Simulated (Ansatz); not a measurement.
Ansatz (an electronic-structure program) run on KHgF3 (Cmm2, 5 atoms in the cell): relaxation of the atoms.

Level of theory: LDA (PW92), default PAW files made with PBE (plane waves; Ansatz).

The change in words: one atom moved by 0.15 angstrom; relax: default → atoms; relax.f_tol: default → 0.001 eV/Å. Reference geometry:
```
CELL_PARAMETERS angstrom
      3.19236    -3.19847     0.00000
      3.19236     3.19847     0.00000
      0.00000     0.00000     4.51082
ATOMIC_POSITIONS crystal
  K  0.00000 0.00000 0.50000
  Hg 0.50000 0.50000 0.00000
  F  0.00000 0.50000 0.00000
  F  0.50000 0.00000 0.00000
  F  0.50000 0.50000 0.50000
```

Reference input (self-consistent single point, DFT, LDA (PW92), plane waves, default PAW files made with PBE): basis.ecutwfc = 420 eV; kpoints.mp_grid.grid = 6 6 6; hamiltonian.xc = lda; hamiltonian.pseudopotentials = {kind: paw} (the program's default PAW files); scf.occupations.method = fixed. This run's input differs from it in these lines:

```diff
@@ -7,3 +7,3 @@
   atoms:
-    - { symbol: K, position: [0.000000, 0.000000, 0.500000] }
+    - { symbol: K, position: [0.000000, 0.000000, 0.533253] }
     - { symbol: Hg, position: [0.500000, 0.500000, 0.000000] }
@@ -21,2 +21,4 @@
   occupations: { method: fixed }
+relax:
+  f_tol: 0.001
 output:
```

Log, with long lists cut:

```
   [... SCF lines of the steps left out ...]
relax step   1: F+E_penalty+E_count = -17401.03690959 eV  Δ(F+E_penalty+E_count) = +0.000e0 eV  max|allowed force component| = 8.936e-2 eV/Å  Δτ_max = 0.0000 Å  (8 SCF iters, dr2 threshold 1.00e-7 eV, accepted)
relax step   2: F+E_penalty+E_count = -17401.04295488 eV  Δ(F+E_penalty+E_count) = -6.045e-3 eV  max|allowed force component| = 1.104e-1 eV/Å  Δτ_max = 0.0251 Å  (6 SCF iters, dr2 threshold 4.99e-7 eV, accepted)
   [... lines left out ...]
relax step   6: F+E_penalty+E_count = -17401.12751011 eV  Δ(F+E_penalty+E_count) = -2.086e-6 eV  max|allowed force component| = 5.615e-2 eV/Å  Δτ_max = 0.0000 Å  (7 SCF iters, accepted)
relax step   7: F+E_penalty+E_count = -17401.12786816 eV  Δ(F+E_penalty+E_count) = -3.580e-4 eV  max|allowed force component| = 4.016e-3 eV/Å  Δτ_max = 0.0122 Å  (6 SCF iters, dr2 threshold 1.97e-7 eV, accepted)
relax step   8: F+E_penalty+E_count = -17401.12787105 eV  Δ(F+E_penalty+E_count) = -2.894e-6 eV  max|allowed force component| = 2.708e-4 eV/Å  Δτ_max = 0.0016 Å  (7 SCF iters, accepted)
the relaxation is at rest under the 4 symmetry operations that the run kept from its start: a minimum is not shown …
Free energy (F): -17401.127871 eV
Internal energy: -17401.127871 eV  (E = F + TS)
E sigma→0 (E₀):  -17401.127871 eV
Fermi energy:    3.941389 eV
--- Forces (eV/Å), atoms counted from 1 ---
  atom   1  K      0.00000000     0.00000000     0.00010443
  atom   2  Hg    -0.00000000     0.00000000    -0.00011923
  atom   3  F     -0.00000000    -0.00000000    -0.00011907
  atom   4  F      0.00000000     0.00000000    -0.00011907
  atom   5  F      0.00000000     0.00000000     0.00027529
--- Stress (GPa, compression-positive) ---
       -2.695855       0.000000      -0.000000
   [... lines left out ...]
    - { symbol: K, position: [1.1102722205863712e-17, 1.1102722205863712e-17, 0.6276187718507232] }
    - { symbol: Hg, position: [0.49999999999999994, 0.49999999999999994, 0.012388426213347662] }
    - { symbol: F, position: [0.0, 0.49999999999999994, -0.054366948696513706] }
    - { symbol: F, position: [0.49999999999999994, 0.0, -0.054366948696513706] }
    - { symbol: F, position: [0.49999999999999994, 0.49999999999999994, 0.5019796993289565] }
```

The run converged. 

Summary of the result:
- Free energy E − TS (on the zero of these files): -17401.1279 eV
- Top of the valence band (on the code's own zero): 3.94 eV
- Gap on the k-point mesh: 0.49 eV
- Pressure: -2.49 GPa
- Relaxation steps: 8

The starting cell comes from a database of computed structures (which also holds hypothetical and non-ambient phases and stackings), without a prior relaxation at this level. Its lattice was rescaled by up to half a per cent. For this run, on top of that: one atom moved by 0.15 angstrom. Spin-orbit coupling is off. The relaxation keeps the symmetry of its start, so its end need not be a minimum. Ansatz's pressure includes its estimate of the finite-basis (Pulay) stress. Without the estimate this run gives -3.07 GPa.

Cost on one core of a shared machine: roughly 80 s.

Keys are those of Ansatz 0.2.
